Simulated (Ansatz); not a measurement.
The (10-12) face of hcp Re can be cut between different planes. Symmetric, stoichiometric slabs relaxed in the 1x1 cell (18.2 Å²): top plane Re, 1.09 Å over the next in the ideal cut; top plane Re, 0.55 Å over the next in the ideal cut.

Computed with PBE (plane waves to 420 eV, PAW; Ansatz, a first-principles code).

Task: Rank these by surface energy (lowest first), as PBE gives it.

Result: the cut with an outer spacing of 1.09 Å (3.36 J/m²), the cut with an outer spacing of 0.55 Å (3.41 J/m²)
